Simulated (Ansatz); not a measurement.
For GePd (model structure, started from the CsCl type, Pm-3m, No. 221, 2 atoms in the cell), PBEsol (Ansatz, a first-principles code, PAW) gives:

- lattice constant a = 3.120 Å
- formation enthalpy = -0.300 eV/atom

Problem. What does r²SCAN (plane waves, PAW; Ansatz) give for the same quantities?

Solution. 
- lattice constant a: 3.142 Å (goes up by 0.7 %)
- formation enthalpy: -0.156 eV/atom (moves by +0.144 eV/atom)

Changes are worked out from the printed values.

Unless a cell is named, each level is at its own relaxed cell (PBEsol 15.19, r²SCAN 15.51 Å³/atom).

The crystal itself was run without spin with PBEsol, r²SCAN; a magnetic state was not tried in these runs.

Ansatz's density-functional and Hartree–Fock values are scalar-relativistic unless marked +SOC, with PAW data made under PBE.

A model structure was made by putting elements into a prototype or built by hand; it is no filed structure, need not be a known phase, and can be a saddle point held by its symmetry.
